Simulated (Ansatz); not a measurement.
The parent structure is SiGe in the wurtzite structure (space group P6_3mc, No. 186; a = 3.900 Å, c = 6.443 Å; a model cell, its experimental status unchecked).

Perturbation: a hydrostatic pressure of 9 GPa.

Levels (all Ansatz, an electronic-structure program, PAW, earlier PAW set): PBEsol (420 eV, no spin-orbit coupling); r2SCAN (500 eV, no spin-orbit coupling).

The geometry is relaxed with PBEsol.

| Property | Result |
|---|---|
| PBEsol lowest conduction level above the VBM at special points | M 0.18 eV; L 0.61 eV; K 0.61 eV; Γ 0.67 eV |
| PBEsol width of the top valence band | 3.86 eV |
| PBEsol smallest direct gap | 0.67 eV |

Question: How does going to r2SCAN change the lowest conduction level above the VBM at special points, width of the top valence band and smallest direct gap?

Answer: The lowest conduction level above the VBM at special points goes from M 0.18 eV; L 0.61 eV; K 0.61 eV; Γ 0.67 eV to M 0.50 eV; L 0.94 eV; K 0.90 eV; Γ 1.09 eV; the width of the top valence band grows by 0.14 eV (3.86 eV → 4.00 eV); the smallest direct gap goes up by 0.412 eV (0.67 eV → 1.09 eV).

Single points use the geometry relaxed with PBEsol. Their cutoffs differ, which shifts pressures a little. Load acts through the strain it causes; cell and atoms are relaxed under it. Stability against distortions was not tested. No other phases were tried under pressure. A zero or small gap of SiGe under pressure 9 GPa can be the functional's error rather than a property of the material.
